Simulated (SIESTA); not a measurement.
A self-consistent single point of CoW2B2 (Immm, 5 atoms in the cell) with SIESTA.

Method: SIESTA with LDA PW92, numerical atomic orbitals DZP, PseudoDojo LDA standard norm-conserving potentials (rewritten from UPF to PSML).

```xyz
5
Lattice="-1.5968 2.2939 3.5559 1.5968 -2.2939 3.5559 1.5968 2.2939 -3.5559" Properties=species:S:1:pos:R:3 pbc="T T T"
Co     0.0000     0.0000     0.0000
W      1.5968     0.0000     2.0980
W      0.0000     2.2939     1.4579
B      1.5968     1.3763     0.0000
B      0.0000     0.9175     3.5559
```
Moments meant for the start (each program seeds them in its own way; μB, in the order of the atoms Co W W B B): 3.0 0.0 0.0 0.0 0.0.

Reference input (self-consistent single point, DFT, LDA PW92, numerical atomic orbitals DZP, PseudoDojo LDA standard norm-conserving potentials (rewritten from UPF to PSML)): XC.functional = LDA; XC.authors = PW92; potentials = PseudoDojo LDA standard; PAO.BasisSize = DZP; PAO.EnergyShift = 0.01 Ry; MeshCutoff = 350 Ry; kgrid.MonkhorstPack = 7 7 7; OccupationFunction = MP; OccupationMPOrder = 1; ElectronicTemperature = 3156.43 K; Spin = polarized; DM.InitSpin = [1 +3.00, 2 +0.00, 3 +0.00, 4 +0.00, 5 +0.00]. This run's input differs from it in these lines:

```diff
@@ -32,5 +32,5 @@
 %block kgrid.MonkhorstPack
-    7   0   0  0.0
-    0   7   0  0.0
-    0   0   7  0.0
+    7   0   0  0.5
+    0   7   0  0.5
+    0   0   7  0.5
 %endblock kgrid.MonkhorstPack
```

Log, with long lists cut:

```
        iscf     Eharris(eV)        E_KS(eV)     FreeEng(eV)     dDmax    Ef(eV) dHmax(eV)
   scf:    1    -8359.145892    -8428.908851    -8428.912627  0.769498 -2.195134 25.070730
     spin moment: {S} , |S| = {        0.0        0.0    1.42920 }     1.42920
   scf:    2    -8447.794698    -8444.267844    -8444.258961  0.213710 -3.114866  9.190007
     spin moment: {S} , |S| = {        0.0        0.0    1.00570 }     1.00570
   scf:    3    -8450.644503    -8447.787861    -8447.779293  0.052974 -3.277900  6.301161
     spin moment: {S} , |S| = {        0.0        0.0    1.05608 }     1.05608
   [... lines left out ...]
     spin moment: {S} , |S| = {        0.0        0.0    0.00166 }     0.00166
   scf:   20    -8451.303152    -8451.303151    -8451.308227  0.000119 -4.136396  0.001286
     spin moment: {S} , |S| = {        0.0        0.0    0.00084 }     0.00084
   scf:   21    -8451.303152    -8451.303152    -8451.308227  0.000057 -4.136401  0.001085
     spin moment: {S} , |S| = {        0.0        0.0    0.00051 }     0.00051
   scf:   22    -8451.303153    -8451.303152    -8451.308227  0.000057 -4.136412  0.000886
     spin moment: {S} , |S| = {        0.0        0.0    0.00017 }     0.00017
SCF Convergence by DM+H criterion
max |DM_out - DM_in|         :     0.0000566859
max |H_out - H_in|      (eV) :     0.0008859720
SCF cycle converged after 22 iterations

Using DM_out to compute the final energy and forces

siesta: E_KS(eV) =            -8451.3032

siesta: E_KS - E_eggbox =     -8451.3032

siesta: Atomic forces (eV/Ang):
     1   -0.000000   -0.000000    0.000000
     2    0.001635   -0.005797    0.657531
     3   -0.001635    0.005797   -0.657531
     4    0.000433   -0.473018   -0.000171
     5   -0.000433    0.473018    0.000171
   Tot   -0.000000    0.000000   -0.000000
   Max    0.657531
   Res    0.295777    sqrt( Sum f_i^2 / 3N )
   Max    0.657531    constrained

Stress tensor Voigt[x,y,z,yz,xz,xy] (kbar):      187.01      171.42      161.61       -0.40       -0.01        0.09
   [... lines left out ...]
siesta: FreeEng =     -8451.308227
siesta: Cell volume =         52.097467 Ang**3
siesta:        -173.34426498       -175.61039003  kBar
   [... lines left out ...]
              0.033   0.036   0.034   0.035   0.038

mulliken: Qtot =       25.500

Mulliken Atomic Populations:
Atom #   charge [q] valence [e]      Sz [e]  Species
     1     0.626422   16.373578   -0.000666  Co
     2     0.620569   13.379431    0.000518  W
     3     0.620569   13.379431    0.000518  W
     4    -0.933780    3.933780   -0.000099  B
     5    -0.933780    3.933780   -0.000099  B
 Total    -0.000000                0.000172
```

The run converged in 22 iterations. Against the reference run the free energy is nearly the same (within 1 meV/atom), the pressure moves little (-17.31 to -17.33 GPa) and the largest force goes from 0.692 to 0.658 eV/Å.

The starting cell comes from a database of published, mostly measured structures (it also holds non-ambient and calculated ones), without a prior relaxation at this level. Its lattice was rescaled by a random factor within 2.5 % of one. The starting moments vanished: the run ended non-magnetic, which need not be the lowest state. Values carry the incompleteness of an atom-centred basis.

Cost on one core of a shared machine: roughly 4 min.
